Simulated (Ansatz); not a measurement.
Defect: N vacancy in wurtzite GaN, charge state +3. Method: PBE, PAW (plane waves to 420 eV; Ansatz, a quantum-chemistry and plane-wave program).

Cell of 72 host sites held at the relaxed PBE lattice; a 2×2×2 k-point mesh shifted by half a step along c; Fermi-Dirac width 0.01 eV, spin-restricted; finite-size errors left in. No zero-point or tunnelling terms. The charge state is imposed; whether it is stable for some Fermi level was not computed. Forms of the defect that were not tried may lie lower.

Barriers: single points on a 3×3×3 k-point mesh shifted by half a step along c at the bands' geometries.

A. a nearby N atom hops onto the vacant site; the atom moves 3.21 Å along (-1.00, -1.00, 0.00) of the unit cell; the moving atom starts with neighbours Ga at 1.89, Ga at 1.98, 2 Ga at 1.99 Å and ends with Ga at 1.89, Ga at 1.98, 2 Ga at 1.99 Å; saddle order not checked, on a symmetry element.
B. a nearby N atom hops onto the vacant site; the atom moves 3.25 Å along (-0.68, -0.34, 0.51) of the unit cell; the moving atom starts with neighbours Ga at 1.89, 2 Ga at 1.97, Ga at 2.03 Å and ends with Ga at 1.89, Ga at 1.97, 2 Ga at 2.00 Å; saddle order not checked.

A band can be held on a symmetry element, so unchecked saddle points there may be too high.

Question: Put the candidates in order of forward barrier, lowest first, for PBE, PAW.

Answer: A (2.49 eV), B (2.61 eV)
